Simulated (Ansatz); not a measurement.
**One-dimensional LiF body, 16 atoms a period**

Levels: PBE (plane waves to 420 eV, PAW; Ansatz, a first-principles code); r2SCAN (plane waves to 500 eV, PAW; Ansatz); HSE06 in Ansatz. Unmarked values and the geometry are of the first. Mesh 1×1×8. No spin polarisation. It repeats along c; a and b span vacuum. A hypothetical model. Symmetry and one short period hold its shape; lower forms weren't sought. HSE06 ran on a 1×1×5 mesh and at PBE's edge points. Buckling under compression is shut out by symmetry and the short period.

| Item | Result |
|---|---|
| period along the axis (16 atoms) | 3.782 Å |
| largest distance between nuclei across the axis | 5.09 Å |
| PBE gap | 6.54 eV, indirect, from the zone edge to Γ |
| electron mass along the axis (PBE) | 0.93 mₑ |
| hole mass along the axis (PBE) | 1.6 mₑ |
| valence and conduction edges under the vacuum level (PBE) | 7.57 and 1.03 eV |
| r2SCAN gap at this geometry | 7.33 eV |
| HSE06 gap at this geometry | 8.37 eV |
| axial stiffness dF/dε | 58 nN |

```yaml
crystal:
  lattice:
    - [16.00000, 0.00000, 0.00000]
    - [0.00000, 16.00000, 0.00000]
    - [0.00000, 0.00000, 3.78248]
  atoms:
    - { symbol: Li, position: [0.65415, 0.50000, 0.00000] }
    - { symbol: F, position: [0.61247, 0.61247, 0.00000] }
    - { symbol: Li, position: [0.50000, 0.65415, 0.00000] }
    - { symbol: F, position: [0.38753, 0.61247, 0.00000] }
    - { symbol: Li, position: [0.34585, 0.50000, 0.00000] }
    - { symbol: F, position: [0.38753, 0.38753, 0.00000] }
    - { symbol: Li, position: [0.50000, 0.34585, 0.00000] }
    - { symbol: F, position: [0.61247, 0.38753, 0.00000] }
    - { symbol: F, position: [0.65907, 0.50000, 0.50000] }
    - { symbol: Li, position: [0.60900, 0.60900, 0.50000] }
    - { symbol: F, position: [0.50000, 0.65907, 0.50000] }
    - { symbol: Li, position: [0.39100, 0.60900, 0.50000] }
    - { symbol: F, position: [0.34093, 0.50000, 0.50000] }
    - { symbol: Li, position: [0.39100, 0.39100, 0.50000] }
    - { symbol: F, position: [0.50000, 0.34093, 0.50000] }
    - { symbol: Li, position: [0.60900, 0.39100, 0.50000] }
```
